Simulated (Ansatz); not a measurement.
A computed series for Ge: response to strain

Consider Ge in the diamond structure (space group Fd-3m, No. 227; a = 5.676 Å). Axes: x, y, z lie along the cube axes.

Strains are applied to the cell and any free atomic positions relax; under biaxial strain the out-of-plane vector relaxes too.

Calculations: Ansatz (a quantum-chemistry and plane-wave program) PBEsol, scalar-relativistic without spin-orbit coupling.

Candidates:
(a) biaxial strain −0.83 %, plane normal [111], relaxed out of plane
(b) biaxial strain +2.08 %, plane normal [111], relaxed out of plane
(c) biaxial strain −2.08 %, plane normal [111], relaxed out of plane
(d) biaxial strain +1.25 %, plane normal [111], relaxed out of plane
(e) biaxial strain +2.50 %, plane normal [111], relaxed out of plane

Notes on the quantities. energy relative to the base: free energy F.

Q: Order them by energy relative to the base, highest first.

A: (e) biaxial strain +2.50 %, plane normal [111], relaxed out of plane (+13 meV/atom), (c) biaxial strain −2.08 %, plane normal [111], relaxed out of plane (+11 meV/atom), (b) biaxial strain +2.08 %, plane normal [111], relaxed out of plane (+9.3 meV/atom), (d) biaxial strain +1.25 %, plane normal [111], relaxed out of plane (+3.5 meV/atom), (a) biaxial strain −0.83 %, plane normal [111], relaxed out of plane (+1.6 meV/atom)

Whether these cells are dynamically stable was not tested.
